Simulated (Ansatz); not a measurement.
**Pressure series in TaSi2**

The parent structure is TaSi2 (space group P6_222, No. 180).

```cif
data_Si6Ta3
_chemical_formula_sum 'Ta3 Si6'
_space_group_name_H-M_alt 'P6222'
_space_group_IT_number 180
_space_group_name_Hall 'P 62 2 (0 0 4)'
_cell_length_a 4.77601
_cell_length_b 4.77601
_cell_length_c 6.56281
_cell_angle_alpha 90.000
_cell_angle_beta 90.000
_cell_angle_gamma 120.000
loop_
_atom_site_label
_atom_site_type_symbol
_atom_site_symmetry_multiplicity
_atom_site_Wyckoff_symbol
_atom_site_fract_x
_atom_site_fract_y
_atom_site_fract_z
_atom_site_occupancy
Ta1 Ta 3 c 0.50000 0.00000 0.00000 1
Si1 Si 6 i 0.15842 0.31685 0.00000 1
```

Cell and atoms are relaxed at each pressure.

Level of theory: r2SCAN (Ansatz, a quantum-chemistry and plane-wave program), without spin-orbit coupling.

| pressure (GPa) | volume per atom (Å³/atom) |
|---|---|
| -2 | 14.558 |
| -1 | ? |
| 0 | 14.405 |
| 0.3 | 14.383 |
| 0.7 | 14.354 |
| 1.5 | 14.297 |
| 3 | 14.192 |
| 7.5 | 13.900 |
| 10 | 13.751 |

Q: Fit the third-order Birch–Murnaghan form P(V) = (3B₀/2)[(V₀/V)^(7/3) − (V₀/V)^(5/3)]·[1 + (3/4)(B₀′ − 4)((V₀/V)^(2/3) − 1)] (squares taken in P) to the rows shown and predict the withheld row.

A: Least squares on the printed values gives V₀ = 14.405 Å³/atom, B₀ = 194 GPa, B₀′ = 4.3; this predicts 14.481 Å³/atom, and the run gives 14.480 Å³/atom, in agreement.

Load acts through the strain it causes; cell and atoms are relaxed under it. No phonon test of stability was made. Competing high-pressure phases were not computed. All final runs are without spin polarisation. An odd electron count without spin: TaSi2.
